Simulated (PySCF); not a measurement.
PySCF 2.14.0, WB97X/def2-svpd, df: Ti(NMe)(NH2)(Me) (C[N]=[Ti]([CH3])[NH2]), 13 atoms. The geometry is a generated start, not checked to be a minimum at this level.

- task = energy
- method = wb97x
- basis = def2-svpd
- two-electron scheme = density fitting
- mol.max_memory = 3000 MB
- mf.max_cycle = 100
- mf.conv_tol = 1e-09 (default)
- mf.grids.level = 3 (default)
- basis functions = 178
- grid points = 155408

```xyz
13

Ti     1.3103     0.4036     0.0078
N      0.6960    -0.8566    -0.9761
C     -0.4740    -1.6645    -1.0576
H     -0.2173    -2.7157    -1.2571
H     -1.0537    -1.6238    -0.1060
H     -1.1325    -1.3268    -1.8738
N      1.0755    -0.1119     1.8218
H      0.6399    -1.0259     1.9938
H      0.5857     0.5779     2.4073
C     -0.1380     1.8908    -0.2210
H     -1.0741     1.4942     0.2207
H     -0.3448     2.1404    -1.2706
H      0.1269     2.8183     0.3108
```

Charge 0 and multiplicity 1 are set for this test and not shown to be the ground state.

With the defaults (mf.DIIS = CDIIS, mf.diis = true, mf.level_shift = 0, newton = off, mf.diis_space = 8, mf.init_guess = minao, mf.damp = 0, mf.diis_start_cycle = 1) it converges in 18 Fock builds. One run each on 2 threads, 1 BLAS thread, with these changes:
- mf.level_shift = 1 Hartree
- mf.damp = 0.3, mf.diis_start_cycle = 4
- mf.diis_space = 5
- mf.DIIS = EDIIS
- mf.diis_space = 20
- mf.init_guess = sap
- mf.level_shift = 0.3 Hartree
- mf.diis = false
- newton = Hessian by the SCF's own integrals

Q: Name the settings that don't reach the solution of the defaults.

A: No convergence: mf.DIIS = EDIIS; mf.diis = false (the run ends without SCF convergence in 100 cycles). The rest reach the solution of the defaults.

```tsv
setting	Fock builds	end
mf.diis_space = 20	16	same solution
the defaults	18	same solution
mf.diis_space = 5	18	same solution
mf.level_shift = 0.3 Hartree	22	same solution
mf.damp = 0.3, mf.diis_start_cycle = 4	24	same solution
mf.init_guess = sap	26	same solution
mf.level_shift = 1 Hartree	37	same solution
newton = Hessian by the SCF's own integrals	50	same solution
mf.DIIS = EDIIS	101	no convergence
mf.diis = false	101	no convergence
```

Under newton the count holds the products with the orbital Hessian.
